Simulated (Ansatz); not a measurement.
Antifluorite K₂S

The numbers are results of PBEsol (Ansatz, a first-principles code, PAW), not measurements.

Run with plane-wave cutoff 520 eV, 8×8×8 k mesh, perturbation theory, scalar-relativistic PAW data made under PBE.

Cell: relaxed at this level.

For antifluorite K₂S, the electronic dielectric constant ε∞ is 3.16. The dielectric constant ε0 (ions relaxed) is 6.15.
